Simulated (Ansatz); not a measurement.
Input and output of a self-consistent single point for a (001) slab of Sb (cut from a parent of space group no. 221; 4 atoms in the cell) (Ansatz, a program for electronic structure).

Method of the run: PBEsol, default PAW files made with PBE (plane waves; Ansatz).

```xyz
4
Lattice="3.0741 0.0000 0.0000 0.0000 3.0741 0.0000 0.0000 0.0000 23.2222" Properties=species:S:1:pos:R:3 pbc="T T T"
Sb     0.0000     0.0000     7.0000
Sb     0.0000     0.0000    10.0741
Sb     0.0000     0.0000    13.1481
Sb     0.0000     0.0000    16.2222
```

Reference input (self-consistent single point, DFT, PBEsol, plane waves, default PAW files made with PBE): basis.ecutwfc = 420 eV; kpoints.mp_grid.grid = 10 10 1; hamiltonian.xc = pbesol; hamiltonian.pseudopotentials = {kind: paw} (the program's default PAW files); scf.occupations.method = gaussian; scf.occupations.width = 0.1 eV. This run's input differs from it in these lines:

Ansatz 0.2 input:
```diff
@@ -12,3 +12,3 @@
 basis:
-  ecutwfc: 420.0
+  ecutwfc: 295.0
 kpoints:
```

Log, with long lists cut:

```
SCF iter   1: F=—  HF=-25631.333174 eV  |F-HF|=—  |Δ(HF+E_count)|=         —  Δρ=4.22e-3  dr2=2.51e-1  ethr=1.77e-3  ⟨swp⟩=8.1  Hψ=3343  notcnv=0
all-band conjugate gradients solve this SCF's bands
preconditioner: auto → LDOS
SCF iter   2: F=—  HF=-25631.308587 eV  |F-HF|=—  |Δ(HF+E_count)|=   2.46e-2  Δρ=1.78e-3  dr2=2.30e-2  ethr=4.19e-4  ⟨swp⟩=2.8  Hψ=1406  notcnv=0  defer=29
   [... lines left out ...]
SCF iter   4: F=—  HF=-25631.304883 eV  |F-HF|=—  |Δ(HF+E_count)|=   2.08e-4  Δρ=1.15e-4  dr2=4.15e-5  ethr=1.88e-6  ⟨swp⟩=2.1  Hψ=1300  notcnv=0  defer=29
SCF iter   5: F=—  HF=-25631.304943 eV  |F-HF|=—  |Δ(HF+E_count)|=   5.99e-5  Δρ=3.81e-5  dr2=4.54e-6  ethr=6.91e-8  ⟨swp⟩=2.0  Hψ=1371  notcnv=0  defer=22
SCF iter   6: F=—  HF=-25631.304942 eV  |F-HF|=—  |Δ(HF+E_count)|=   1.13e-7  Δρ=1.05e-5  dr2=6.23e-7  ethr=7.57e-9  ⟨swp⟩=2.0  Hψ=1344  notcnv=0  defer=22
SCF iter   7: F=-25631.304942 eV  HF=-25631.304942 eV  |F-HF|=9.40e-8  |Δ(HF+E_count)|=   1.20e-7  Δρ=4.06e-6  dr2=6.19e-8  ethr=1.67e-10  ⟨swp⟩=10.7  Hψ=3526  notcnv=0
SCF 1 converged in 7 iterations: F = -25631.304942 eV  dr2 = 6.19e-8
Free energy (F): -25631.304942 eV
Internal energy: -25631.293937 eV  (E = F + TS)
E sigma→0 (E₀):  -25631.299440 eV
Entropy (-TS):   -0.011005 eV (-2.751 meV/atom)
Fermi energy:    3.311188 eV
--- Forces (eV/Å), atoms counted from 1 ---
  atom   1  Sb     0.00000000     0.00000000     0.38423307
  atom   2  Sb     0.00000000     0.00000000    -0.46536210
  atom   3  Sb     0.00000000     0.00000000     0.46536210
  atom   4  Sb     0.00000000     0.00000000    -0.38423307
--- Stress (GPa, compression-positive) ---
       -1.019781       0.000000       0.000000
        0.000000      -1.019781       0.000000
        0.000000       0.000000      -1.572600
  P = ⅓ Tr σ = -1.2041 GPa (-12.041 kbar)
  The stress holds the Pulay correction. Without it, at fixed plane waves, as pw.x and ABINIT print it: P = -4.9257 GPa
```

The run converged in 7 iterations. Against the reference run the free energy rises by 120 meV/atom and the largest force hardly changes (0.462 to 0.465 eV/Å).

The starting cell comes from a database of computed structures (which also holds hypothetical and non-ambient phases and stackings), without a prior relaxation at this level. The slab is cut from that crystal, and its faces are unrelaxed. Its lattice was rescaled by up to half a per cent. Spin-orbit coupling is off. The cutoff lies below the one recommended for these files.
